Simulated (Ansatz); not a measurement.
The parent structure is CaC6 (space group R-3m, No. 166; a = 4.3260 Å, c = 13.2936 Å (hexagonal axes); a hypothetical phase, not in the database extracts checked). Axes: x lies along a and z along c of the hexagonal cell.

One thing is altered: uniaxial strain ε_xx = +3.94 %, all other strain components held at zero, atoms relaxed at fixed cell.

Levels (all Ansatz, an electronic-structure program, PAW): PBEsol (420 eV, no spin-orbit coupling); r2SCAN (500 eV, scalar-relativistic without spin-orbit coupling).

The geometry is relaxed with PBEsol.

* **PBEsol pressure**: -10.3 GPa

With r2SCAN at the same geometry, the pressure rises by 0.72 GPa, from -10.3 GPa to -9.5 GPa.

Single points use the geometry relaxed with PBEsol. Their cutoffs differ, which shifts pressures a little. No phonon test of stability was made. The final runs are not spin-polarised.
